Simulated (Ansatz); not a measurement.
An Ansatz (a quantum-chemistry and plane-wave program) run: Nb; r2SCAN (Ansatz, PAW, no spin-orbit coupling).

Input:

Ansatz 0.2 input:
```yaml
crystal:
  lattice:
    - [-1.6513469322, 1.6513469322, 1.6513469322]
    - [1.6513469322, -1.6513469322, 1.6513469322]
    - [1.6513469322, 1.6513469322, -1.6513469322]
  atoms:
    - { symbol: Nb, position: [0, 0, 0] }
basis: { ecutwfc: 500, ecutrho_ratio: 4, xc_grid: 4, fft_grid_basis: typed }
kpoints: { mp_grid: { grid: [20, 20, 20] } }
hamiltonian:
  xc: r2scan
  dispersion: none
  pseudopotentials: { kind: paw }
scf: { occupations: { method: fermi_dirac, width: 0.05 }, convergence: { dr2_threshold: 0.0000000001 } }
output: { forces: true, stress: true }
checkpoint: { write: state.ck, write_every: 1000 }
```

Output (explanatory and most iteration lines left out):

```
Pseudopotential: Nb, paw, valence charge 13
Crystal: 1 atoms, lattice volume = 18.013 Å³
Basis set: ecut = 500 eV, 459 PW (Γ), exchange–correlation on 96×96×96 points (64 copies of the dense FFT grid, shifted against one another)
Bands: 11, of which v1, the nominal top of the filled ones, is band 7 counted from 1 (6 counted from 0)
Symmetry: 48 space group operations
Space group: Im-3m (ITA 229), of the structure as read, at distance tolerance 2.6e-5 Å
k-points: 256 of 8000
Functional: x = r2scan, c = r2scan; τ floored in thin density (d = 2e-4 eV/Å³)
SCF iter   1: F=—  HF=-4563.637514 eV  |F-HF|=—  |Δ(HF+E_count)|=         —  Δρ=1.04e-2  dr2=1.54e-2  dr2_τ=9.68e-3  ethr=1.77e-3  ⟨swp⟩=5.4  Hψ=17524  notcnv=0
SCF iter   2: F=—  HF=-4563.634578 eV  |F-HF|=—  |Δ(HF+E_count)|=   2.94e-3  Δρ=3.43e-3  dr2=6.37e-4  dr2_τ=5.89e-4  ethr=1.18e-4  ⟨swp⟩=2.9  Hψ=7245  notcnv=0  defer=33
SCF 1 converged in 7 iterations: F = -4563.634981 eV  dr2 = 4.29e-11
SCF converged after 7 iterations
Free energy (F): -4563.634981 eV
Internal energy: -4563.623477 eV  (E = F + TS)
E sigma→0 (E₀):  -4563.629229 eV
Entropy (-TS):   -0.011504 eV (-11.504 meV/atom)
Fermi energy:    17.746871 eV
--- Forces (eV/Å), atoms counted from 1 ---
  atom   1  Nb    -0.00000000     0.00000000     0.00000000
--- Stress (GPa, compression-positive) ---
       -0.007742       0.000000      -0.000000
        0.000000      -0.007742       0.000000
        0.000000       0.000000      -0.007742
  P = ⅓ Tr σ = -0.0077 GPa (-0.077 kbar)
```

No phonon test of stability was made. All final runs are without spin polarisation. The cell is Nb in the bcc (W type) structure (space group Im-3m, No. 229).
